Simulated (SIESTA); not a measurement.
Variants of one calculation on MnZnF₆ (R-3, 8 atoms in the cell)

```
CELL_PARAMETERS angstrom
      2.39905     1.38509     4.34060
     -2.39905     1.38509     4.34060
      0.00000    -2.77019     4.34060
ATOMIC_POSITIONS crystal
  Mn 0.00000 0.00000 0.00000
  Zn 0.50000 0.50000 0.50000
  F  0.76678 0.10113 0.36870
  F  0.23322 0.89887 0.63130
  F  0.36870 0.76678 0.10113
  F  0.63130 0.23322 0.89887
  F  0.10113 0.36870 0.76678
  F  0.89887 0.63130 0.23322
```
Moments meant for the start (each program seeds them in its own way; μB, in the order of the atoms Mn Zn F F F F F F): 4.0 0.0 0.0 0.0 0.0 0.0 0.0 0.0.

Base run A: GGA PBEsol+U, numerical atomic orbitals DZP, PseudoDojo PBEsol standard norm-conserving potentials (rewritten from UPF to PSML) run with SIESTA 5.4.2, self-consistent single point.

Its settings: XC.functional = GGA; XC.authors = PBEsol; potentials = PseudoDojo PBEsol standard; PAO.BasisSize = DZP; PAO.EnergyShift = 0.01 Ry; MeshCutoff = 300 Ry; kgrid.MonkhorstPack = 5 5 5; OccupationFunction = MP; OccupationMPOrder = 0; ElectronicTemperature = 116.05 K; Spin = polarized; DM.InitSpin = [1 +4.00, 2 +0.00, 3 +0.00, 4 +0.00, 5 +0.00, 6 +0.00, 7 +0.00, 8 +0.00]; DFTU.ProjectorGenerationMethod = 2; DFTU.CutoffNorm = 0.9; DFTU.FirstIteration = true; DFTU.proj = [Mn 1, n=3 2, 3.90 0.00, 0.00 0.00]; MaxSCFIterations = 150; SCF.Mixer.Method = Pulay; SCF.Mixer.Weight = 0.1; SCF.Mixer.History = 6.

The starting cell comes from a database of computed structures (which also holds hypothetical and non-ambient phases and stackings), without a prior relaxation at this level. Its lattice was rescaled by a random factor within 2.5 % of one. With one magnetic atom in the cell only a parallel order is possible. With U or open f shells several self-consistent states can exist. Values carry the incompleteness of an atom-centred basis. In the base run, with a pressure of about 7 GPa the cell is away from its equilibrium volume at this level. In the base run, forces exceed 1 eV/Å.

ΔF is the free energy per atom less that of run A. A dash stands where there is no value to compare (another energy zero or no entropy term, no result, no spin, no clean gap, or a mesh too coarse for one). Total energies depend on the potentials, the functional and any Hubbard or dispersion term, so they are compared only between runs that share all of them.

Run A gave: pressure (GPa) 7.05; largest force (eV/Å) 1.016; gap on the mesh (eV) 2.997; size of the net moment (μB/atom) 0.38; Hubbard energy (eV/atom) 0.315; k-points 63; valence electrons 77.

Runs:
- B: 1 x 2 x 1 supercell, mesh divided and rounded up; kgrid.MonkhorstPack: 5 5 5 → 5 3 5
- C: Spin: polarized → default; DM.InitSpin: [1 +4.00, 2 +0.00, 3 +0.00, 4 +0.00, 5 +0.00, 6 +0.00, 7 +0.00, 8 +0.00] → default; DFTU.ProjectorGenerationMethod: 2 → default; DFTU.CutoffNorm: 0.9 → default; DFTU.FirstIteration: true → default; DFTU.proj: [Mn 1, n=3 2, 3.90 0.00, 0.00 0.00] → default [GGA PBEsol]
- D: kgrid.MonkhorstPack: 5 5 5 → 5 5 5 shifted by 0.0 0.0 0.5
- E: MeshCutoff: 300 Ry → 600 Ry
- F: TimeReversalSymmetryForKpoints: default → false
- G: MaxSCFIterations: 150 → 300; SCF.Mixer.Weight: 0.1 → 0.01

**Question.** What does run E change against A?

**Answer.** The free energy rises by 1.9 meV/atom, the pressure moves little (7.05 to 6.97 GPa), the largest force moves little (1.016 to 1.010 eV/Å), the gap on the mesh hardly changes (2.997 to 3.001 eV) and the size of the net moment stays at 0.38 μB/atom.

**Question.** What does run D change against A?

**Answer.** The free energy stays essentially unchanged (within 1 meV/atom), the pressure stays at 7.05 GPa, the largest force moves little (1.016 to 1.015 eV/Å), the gap on the mesh goes from 2.997 to 2.976 eV and the size of the net moment stays at 0.38 μB/atom.

```json
[
 {"run": "A", "ΔF (meV/atom)": "0.00", "pressure (GPa)": "7.05", "largest force (eV/Å)": "1.016", "gap on the mesh (eV)": "2.997", "size of the net moment (μB/atom)": "0.38", "Hubbard energy (eV/atom)": "0.315", "k-points": "63", "valence electrons": "77"},
 {"run": "B", "ΔF (meV/atom)": "-0.39", "pressure (GPa)": "7.05", "largest force (eV/Å)": "1.016", "gap on the mesh (eV)": "2.974", "size of the net moment (μB/atom)": "0.38", "Hubbard energy (eV/atom)": "0.315", "k-points": "38", "valence electrons": "154"},
 {"run": "C", "ΔF (meV/atom)": "–", "pressure (GPa)": "4.49", "largest force (eV/Å)": "0.754", "gap on the mesh (eV)": "–", "size of the net moment (μB/atom)": "–", "Hubbard energy (eV/atom)": "–", "k-points": "63", "valence electrons": "77"},
 {"run": "D", "ΔF (meV/atom)": "0.00", "pressure (GPa)": "7.05", "largest force (eV/Å)": "1.015", "gap on the mesh (eV)": "2.976", "size of the net moment (μB/atom)": "0.38", "Hubbard energy (eV/atom)": "0.315", "k-points": "75", "valence electrons": "77"},
 {"run": "E", "ΔF (meV/atom)": "1.95", "pressure (GPa)": "6.97", "largest force (eV/Å)": "1.010", "gap on the mesh (eV)": "3.001", "size of the net moment (μB/atom)": "0.38", "Hubbard energy (eV/atom)": "0.315", "k-points": "63", "valence electrons": "77"},
 {"run": "F", "ΔF (meV/atom)": "0.00", "pressure (GPa)": "7.05", "largest force (eV/Å)": "1.016", "gap on the mesh (eV)": "2.997", "size of the net moment (μB/atom)": "0.38", "Hubbard energy (eV/atom)": "0.315", "k-points": "125", "valence electrons": "77"},
 {"run": "G", "ΔF (meV/atom)": "0.00", "pressure (GPa)": "7.05", "largest force (eV/Å)": "1.015", "gap on the mesh (eV)": "3.000", "size of the net moment (μB/atom)": "0.38", "Hubbard energy (eV/atom)": "0.315", "k-points": "63", "valence electrons": "77"}
]
```
